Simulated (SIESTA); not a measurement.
Worked example: self-consistent single point of SrTiO3 (Pm-3m, 5 atoms in the cell) in SIESTA.

Computed with SIESTA 5.4.2 with GGA PBE, numerical atomic orbitals DZP, PseudoDojo PBE standard norm-conserving potentials (rewritten from UPF to PSML).

The change in words: lattice scaled by 0.98. Reference geometry:
```xyz
5
Lattice="3.9890 0.0000 0.0000 0.0000 3.9890 0.0000 0.0000 0.0000 3.9890" Properties=species:S:1:pos:R:3 pbc="T T T"
Sr     0.0000     0.0000     0.0000
Ti     1.9945     1.9945     1.9945
O      1.9945     0.0000     1.9945
O      0.0000     1.9945     1.9945
O      1.9945     1.9945     0.0000
```

Reference input (self-consistent single point, DFT, GGA PBE, numerical atomic orbitals DZP, PseudoDojo PBE standard norm-conserving potentials (rewritten from UPF to PSML)): XC.functional = GGA; XC.authors = PBE; potentials = PseudoDojo PBE standard; PAO.BasisSize = DZP; PAO.EnergyShift = 0.005 Ry; MeshCutoff = 300 Ry; kgrid.MonkhorstPack = 6 6 6; OccupationFunction = FD; ElectronicTemperature = 0.02 eV; MaxSCFIterations = 150; SCF.Mixer.Method = Pulay; SCF.Mixer.Weight = 0.1. This run's input differs from it in these lines:

```diff
@@ -13,5 +13,5 @@
 %block LatticeVectors
-     3.988958000    0.000000000    0.000000000
-     0.000000000    3.988958000    0.000000000
-     0.000000000    0.000000000    3.988958000
+     3.909179000    0.000000000    0.000000000
+     0.000000000    3.909179000    0.000000000
+     0.000000000    0.000000000    3.909179000
 %endblock LatticeVectors
@@ -20,6 +20,6 @@
      0.000000000    0.000000000    0.000000000  1
-     1.994479000    1.994479000    1.994479000  2
-     1.994479000    0.000000000    1.994479000  3
-     0.000000000    1.994479000    1.994479000  3
-     1.994479000    1.994479000    0.000000000  3
+     1.954589500    1.954589500    1.954589500  2
+     1.954589500    0.000000000    1.954589500  3
+     0.000000000    1.954589500    1.954589500  3
+     1.954589500    1.954589500    0.000000000  3
 %endblock AtomicCoordinatesAndAtomicSpecies
```

Output (repeated stretches shortened):

```
        iscf     Eharris(eV)        E_KS(eV)     FreeEng(eV)     dDmax    Ef(eV) dHmax(eV)
   scf:    1    -3845.599627    -3890.117584    -3890.117584  1.379100 -9.367839 13.741822
   scf:    2    -3902.201325    -3896.535564    -3896.535564  0.165620 -6.363038  9.886584
   scf:    3    -3896.783848    -3901.986454    -3901.986454  0.540742 -7.567539  5.427221
   scf:    4    -3903.146823    -3902.606013    -3902.606013  0.032067 -7.498920  4.054233
   scf:    5    -3902.235404    -3903.118292    -3903.118292  0.117155 -7.113465  2.198702
   [... 2 lines left out ...]
   scf:    8    -3903.349031    -3903.346637    -3903.346637  0.014023 -7.572760  0.039296
   scf:    9    -3903.346463    -3903.346609    -3903.346609  0.003515 -7.545457  0.045769
   scf:   10    -3903.346507    -3903.346561    -3903.346561  0.000306 -7.542698  0.058404
   scf:   11    -3903.346672    -3903.346677    -3903.346677  0.001746 -7.558652  0.008582
mix: Pulay -- inversion failed, > SVD [rank/size] 5 / 7
   scf:   12    -3903.346681    -3903.346680    -3903.346680  0.000220 -7.556645  0.000095
   scf:   13    -3903.346680    -3903.346680    -3903.346680  0.000004 -7.556690  0.000326
SCF Convergence by DM+H criterion
max |DM_out - DM_in|         :     0.0000042342
max |H_out - H_in|      (eV) :     0.0003257889
SCF cycle converged after 13 iterations

Using DM_out to compute the final energy and forces

siesta: E_KS(eV) =            -3903.3467

siesta: E_KS - E_eggbox =     -3903.3467

siesta: Atomic forces (eV/Ang):
     1   -0.000000    0.000000   -0.000000
     2    0.000000    0.000000   -0.000000
     3    0.000000   -0.000000   -0.000000
     4   -0.000000    0.000000   -0.000000
     5   -0.000000   -0.000000    0.000000
   Tot   -0.000000    0.000000   -0.000000
   Max    0.000000
   Res    0.000000    sqrt( Sum f_i^2 / 3N )
   Max    0.000000    constrained

Stress tensor Voigt[x,y,z,yz,xz,xy] (kbar):      -66.55      -66.55      -66.55       -0.00       -0.00        0.00
   [... lines left out ...]
siesta: FreeEng =     -3903.346680
   [... lines left out ...]
siesta:    -0.041535    0.000000   -0.000000
siesta:     0.000000   -0.041535   -0.000000
siesta:    -0.000000   -0.000000   -0.041535

siesta: Cell volume =         59.738824 Ang**3

siesta: Pressure (static):
siesta:                Solid            Molecule  Units
siesta:           0.00045237          0.00045237  Ry/Bohr**3
siesta:           0.04153514          0.04153514  eV/Ang**3
siesta:          66.54662308         66.54662308  kBar
```

The run converged in 13 iterations. Against the reference run the free energy goes up by 5.3 meV/atom, the pressure goes from -3.51 to 6.65 GPa and the gap on the mesh goes from 1.706 to 1.828 eV.

The starting cell has typed, rounded lattice constants, without a prior relaxation at this level. Its lattice was rescaled by a random factor within 2.5 % of one. For this run, on top of that: lattice scaled by 0.98. Values carry the incompleteness of an atom-centred basis. The basis of the alkali or alkaline-earth atoms may lack their empty d shell, which can raise the gap. With a pressure of about 7 GPa the cell is away from its equilibrium volume at this level.

Cost on one core of a shared machine: roughly 30 s.
